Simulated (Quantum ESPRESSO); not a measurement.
Density of states of BaAu2 (P6/mmm, 3 atoms in the cell).

```
CELL_PARAMETERS angstrom
      4.80400     0.00000     0.00000
     -2.40200     4.16039     0.00000
      0.00000     0.00000     4.11900
ATOMIC_POSITIONS crystal
  Ba 0.00000 0.00000 0.00000
  Au 0.33333 0.66667 0.50000
  Au 0.66667 0.33333 0.50000
```

Method of the run: LDA (PZ), GBRV 1.5 ultrasoft (LDA) pseudopotentials (plane waves; Quantum ESPRESSO).

SCF settings: ecutwfc = 40 Ry; ecutrho = 320 Ry; occupations = smearing; smearing = methfessel-paxton; degauss = 0.0073499 Ry; potentials = {Ba: ba_lda_v1.uspp.F.UPF, Au: au_lda_v1.uspp.F.UPF}; K_POINTS = automatic 6 6 6 0 0 0; conv_thr = 1e-11 Ry. Keys of the DOS step: nscf.calculation = nscf; nscf.verbosity = high; nscf.occupations = tetrahedra_opt; nscf.nbnd = 23; nscf.startingwfc = random; nscf.diago_thr_init = 1e-06; nscf.diagonalization = cg; nscf.K_POINTS = automatic 12 12 12 0 0 0; dos.x.fildos = dos.dat; dos.x.Emin = -15 eV; dos.x.Emax = 30 eV; dos.x.DeltaE = 0.1 eV.

The starting cell comes from a database of published, mostly measured structures (it also holds non-ambient and calculated ones), without a prior relaxation at this level. Spin-orbit coupling is off.

Total DOS (both spins), as means of the tabulated values in each energy bin; the zero is the program's Fermi level or highest filled level, and the curve is cut to this window:

```
E (eV) | states/eV/cell
    -7.80 |  0.00
    -7.40 |  0.00
    -7.00 |  0.06
    -6.60 | # 0.29
    -6.20 | ############# 4.89
    -5.80 | ############## 5.31
    -5.40 | ############# 5.08
    -5.00 | ################ 6.14
    -4.60 | ################# 6.43
    -4.20 | ############ 4.78
    -3.80 | ####################### 8.86
    -3.40 | ############################## 11.5
    -3.00 | ######### 3.50
    -2.60 | ### 1.25
    -2.20 | #### 1.40
    -1.80 | ### 1.09
    -1.40 | ## 0.80
    -1.00 | ## 0.71
    -0.60 | ## 0.79
    -0.20 | ## 0.68
     0.20 | ##### 1.85
     0.60 | ##### 1.73
     1.00 | ###### 2.11
     1.40 | ###### 2.44
     1.80 | ###### 2.35
     2.20 | #### 1.46
     2.60 | ##### 1.94
```

Around zero the curve holds about 1.0 states/eV/cell.
